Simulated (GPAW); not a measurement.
```yaml
crystal:
  lattice:
    - [3.96139, 0.00000, 0.00000]
    - [-1.98070, 3.43066, 0.00000]
    - [0.00000, 0.00000, 6.33777]
  atoms:
    - { symbol: Cr, position: [0.66667, 0.33333, 0.23775], spin: 3.0 }
    - { symbol: Cr, position: [0.66667, 0.33333, 0.76225], spin: 3.0 }
    - { symbol: Te, position: [0.00000, 0.00000, 0.50000] }
    - { symbol: Se, position: [0.33333, 0.66667, 0.00000] }
```
(The spins are starting values, not results.)

Computed with PBEsol, GPAW PAW datasets PBEsol (made by gpaw-setup) (plane waves; GPAW 25.7.0).

The set-up and first iterations of a GPAW log for Cr2TeSe (P-6m2, 4 atoms in the cell):

```
Input parameters:
  convergence: {forces: 0.001}
  kpts: [5 5 3]
  maxiter: 100
  mode: {ecut: 800,
         name: pw}
  nbands: -8
  occupations: {name: fermi-dirac,
                width: 0.1}
  spinpol: True
  symmetry: {symmorphic: False,
             tolerance: 0.0005}
  xc: PBEsol

species:
  Cr:
    name: Chromium
    Z: 24.0
    valence: 6
    core: 18
    charge: 0.0
    file: Cr.PBEsol.gz

    # Using partial waves for Cr as LCAO basis

  Te:
    name: Tellurium
    Z: 52.0
    valence: 6
    core: 46
    charge: 0.0
    file: Te.PBEsol.gz

    # Using partial waves for Te as LCAO basis

  Se:
    name: Selenium
    Z: 34.0
    valence: 6
    core: 28
    charge: 0.0
    file: Se.PBEsol.gz

    # Using partial waves for Se as LCAO basis

Reference energy: -307876.488406  # eV

Spin-polarized calculation.
Initial magnetic moment: 6.000000

Convergence criteria:
 Maximum [total energy] change in last 3 cyles: 0.0005 eV / valence electron
   [... lines left out ...]

Eigensolver

Densities:
  Coarse grid: 27*27*42 grid
  Fine grid: 54*54*84 grid
  Total Charge: 0.000000

Density mixing:
  Method: difference
  Backend: pulay
  Linear mixing parameter: 0.05
  old densities: 5
  Damping of long wavelength oscillations: 50

Hamiltonian:
  XC and Coulomb potentials evaluated on a 54*54*84 grid
  External potential:
    NoExternalPotential

XC parameters: PBEsol with 2 nearest neighbor stencil

Number of atoms: 4
Number of atomic orbitals: 26
Number of bands in calculation: 23
Number of valence electrons: 24
Bands to converge: occupied

Density initialized from atomic densities
  23 bands from LCAO basis set

Atomic positions and initial magnetic moments

Positions:
   0 Cr     1.980697    1.143554    1.506805    ( 0.0000,  0.0000,  3.0000)
   1 Cr     1.980697    1.143554    4.830965    ( 0.0000,  0.0000,  3.0000)
   2 Te     0.000000    0.000000    3.168885    ( 0.0000,  0.0000,  0.0000)
   3 Se    -0.000002    2.287110    0.000000    ( 0.0000,  0.0000,  0.0000)

Unit cell:
           periodic     x           y           z      points  spacing
  1. axis:    yes    3.961390    0.000000    0.000000    27     0.1271
  2. axis:    yes   -1.980695    3.430664    0.000000    27     0.1271
  3. axis:    yes    0.000000    0.000000    6.337770    42     0.1509

  Lengths:   3.961390   3.961390   6.337770
  Angles:   90.000000  90.000000 120.000003

Effective grid spacing dv^(1/3) = 0.1412
     iter     time        total  log10-change:         magmom
                         energy   eigst   dens  force
iter:   1 --:--:--   -29.230278                          +5.9750
iter:   2 --:--:--   -28.883796   -1.28  -1.00           +6.4902
iter:   3 --:--:--   -28.166018   -1.49  -1.17           +7.3912
iter:   4 --:--:--   -28.146445   -0.91  -1.35           +7.6356
iter:   5 --:--:--   -28.177820   -2.01  -1.37           +7.6213
iter:   6 --:--:--   -27.929235   -1.86  -1.43           +7.4747
iter:   7 --:--:--   -27.969638   -2.07  -1.89           +7.5773
iter:   8 --:--:--   -27.974491   -3.12  -1.96           +7.6687
iter:   9 --:--:--   -27.975329c  -2.53  -2.31           +7.6894
iter:  10 --:--:--   -27.971457c  -4.00  -2.43           +7.7076
iter:  11 --:--:--   -27.972410c  -4.70  -2.63           +7.7320
iter:  12 --:--:--   -27.971119c  -4.09  -2.54           +7.7573
iter:  13 --:--:--   -27.970683c  -4.23  -2.85           +7.7476
```

Problem. How does the run end?

Solution. The run converged in 25 iterations. Convergence of the loop says nothing yet on basis, mesh or lower states. It ends on: free energy E − TS (from the program's reference atoms) -28.0051 eV; Fermi level (on the code's own zero) 7.41 eV; pressure -5.10 GPa; largest force (vector length) 0.022 eV/Å; size of the cell's spin moment 7.74 μB; site moments (μB, in the program's spheres or projections) Cr 3.40, Cr 3.40, Te -0.11, Se -0.07. The log goes on:

```
   [... 2 lines left out ...]
iter:  16 --:--:--   -27.970659c  -6.12  -3.49           +7.7412
iter:  17 --:--:--   -27.970657c  -6.73  -3.53           +7.7400
iter:  18 --:--:--   -27.970701c  -5.55  -3.59           +7.7397
iter:  19 --:--:--   -27.970653c  -5.89  -3.70           +7.7398
iter:  20 --:--:--   -27.970646c  -6.53  -4.17c          +7.7398
iter:  21 --:--:--   -27.970647c  -7.27  -4.33c          +7.7398
iter:  22 --:--:--   -27.970649c  -7.55c -4.35c          +7.7397
iter:  23 --:--:--   -27.970646c  -7.33  -4.45c          +7.7397
iter:  24 --:--:--   -27.970647c  -8.33c -4.69c -2.76    +7.7397
iter:  25 --:--:--   -27.970646c  -8.57c -5.11c -5.50c   +7.7397
Converged after 25 iterations.

Dipole moment: (1.570650, -0.906815, -0.000000) |e|*Ang

Total magnetic moment: (0.000000, 0.000000, 7.739720)
Local magnetic moments:
   0 Cr ( 0.000000,  0.000000,  3.403308)
   1 Cr ( 0.000000,  0.000000,  3.403308)
   2 Te ( 0.000000,  0.000000, -0.108107)
   3 Se ( 0.000000,  0.000000, -0.069016)

Energy contributions relative to reference atoms: (reference = -307876.488406)

Kinetic:         +7.312324
Potential:      -12.472860
External:        +0.000000
XC:             -23.045068
Entropy (-ST):   -0.068884
Local:           +0.269399
SIC:             +0.000000
--------------------------
Free energy:    -28.005088
Extrapolated:   -27.970646

Spin contamination: 0.234505 electrons
Showing only first 2 kpts
                      Up                     Down
 Kpt  Band  Eigenvalues  Occupancy  Eigenvalues  Occupancy
  0    10      6.15670    1.00000      8.25324    0.00022
   [... lines left out ...]

Fermi level: 7.40907

No gap
No difference between direct/indirect transitions
Energy (eV): -27.970646

Forces in eV/Ang:
  0 Cr    0.00000    0.00000    0.02211
  1 Cr    0.00000    0.00000   -0.02211
  2 Te    0.00000   -0.00000    0.00000
  3 Se   -0.00000    0.00000    0.00000

Stress tensor:
     0.029964    -0.000000     0.000000
    -0.000000     0.029964     0.000000
     0.000000     0.000000     0.035475
Stress (GPa, Voigt): [ 4.8008  4.8008  5.6837  0.      0.     -0.    ]
```

For comparison: a first run was changed to give this one (kpts: 6 6 3 → 5 5 3), and from it to this one the free energy is nearly the same (within 1 meV/atom), the pressure goes from -4.88 to -5.10 GPa, the largest force goes from 0.012 to 0.022 eV/Å and the size of the net moment moves little (1.95 to 1.93 μB/atom).

The starting cell comes from a database of computed structures (which also holds hypothetical and non-ambient phases and stackings), without a prior relaxation at this level. Spin-orbit coupling is off. The magnetic order is the one reached from the typed start; others were not searched systematically. With a pressure of about -5 GPa the cell is away from its equilibrium volume at this level.

The run was DFT PBEsol, plane waves, GPAW PAW datasets PBEsol (made by gpaw-setup). Main settings of its input:

spinpol: true
mode: pw
ecut: 800 eV
xc: PBEsol
kpts: 5 5 3
mesh shift (steps): 0 0 0
occupations.name: fermi-dirac
occupations.width: 0.1 eV
nbands: -8
convergence.forces: 0.001 eV/Å
symmetry.symmorphic: false
symmetry.tolerance: 0.0005
